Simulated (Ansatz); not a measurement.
Here is the system:

End structure of the (102) surface of tetragonal MoSi2 in its 1x1 cell (cut with top plane Mo, bottom plane Mo), outermost plane spacing 0.42 Å in the ideal cut (one of several cuts of this face), with 1 Mo a cell over the bulk's ratio:

```
CELL_PARAMETERS angstrom
      3.21703     0.00000     0.00000
      0.00000    10.16732     0.00000
      0.00000     0.00000    26.00000
ATOMIC_POSITIONS crystal
  Mo 0.50000 0.39730 0.31430
  Si 0.00000 0.20290 0.32426
  Si 0.50000 0.99010 0.34250
  Mo 0.00000 0.79972 0.35956
  Si 0.50000 0.59888 0.36913
  Si 0.00000 0.40311 0.38682
  Mo 0.50000 0.19559 0.40330
  Si 0.00000 0.99647 0.42016
  Si 0.50000 0.79666 0.43572
  Mo 0.00000 0.59765 0.45307
  Si 0.50000 0.39919 0.46794
  Si 0.00000 0.19823 0.48369
  Mo 0.50000 0.99943 0.50000
  Si 0.00000 0.80062 0.51631
  Si 0.50000 0.59967 0.53206
  Mo 0.00000 0.40120 0.54693
  Si 0.50000 0.20219 0.56428
  Si 0.00000 0.00239 0.57984
  Mo 0.50000 0.80327 0.59670
  Si 0.00000 0.59574 0.61318
  Si 0.50000 0.39997 0.63087
  Mo 0.00000 0.19914 0.64044
  Si 0.50000 0.00875 0.65750
  Si 0.00000 0.79595 0.67574
  Mo 0.50000 0.60156 0.68570
```

Slab: 25 atoms, Mo9Si16, 10.0 Å thick at the start (thin: gaps and levels are the slab's own); k 12x4x1, smearing 0.1 eV, dipole-corrected; all atoms relaxed; held to the start's symmetry, so lower structures may exist; no spin, no spin-orbit, no U.

Task: Give the work function of the top face at the level Ansatz (a quantum-chemistry and plane-wave program) with PBE.

Result: 4.00 eV
